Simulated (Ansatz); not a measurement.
# Pressure series in NbN

The parent structure is NbN in the rock salt structure (space group Fm-3m, No. 225; a = 4.421 Å).

Cell and atoms are relaxed at each pressure.

Method: plane-wave PAW DFT at the PBE level (Ansatz, a first-principles code, 420 eV), no spin-orbit coupling.

Notes on the quantities. enthalpy: H = E + PV relative to the base's energy.

| change | lattice parameter a | enthalpy |
|---|---|---|
| base | 4.421 Å | – |
| pressure −2 GPa | ___ | -0.14 eV/atom |
| pressure −1 GPa | 4.426 Å | -0.07 eV/atom |
| pressure 3 GPa | 4.407 Å | +0.20 eV/atom |
| pressure 7 GPa | 4.389 Å | +0.47 eV/atom |
| pressure 15 GPa | ___ | +0.99 eV/atom |
| pressure 30 GPa | 4.303 Å | +1.94 eV/atom |
| pressure 50 GPa | ___ | +3.15 eV/atom |
| pressure 75 GPa | 4.179 Å | +4.61 eV/atom |
| pressure 100 GPa | ___ | +6.01 eV/atom |

Problem. Some entries are withheld; estimate them.

Solution. 
- pressure −2 GPa, lattice parameter a: 4.431 Å
- pressure 15 GPa, lattice parameter a: 4.356 Å
- pressure 50 GPa, lattice parameter a: 4.242 Å
- pressure 100 GPa, lattice parameter a: 4.126 Å

Load acts through the strain it causes; cell and atoms are relaxed under it. No phonon test of stability was made. No other phases were tried under pressure. All final runs are without spin polarisation.
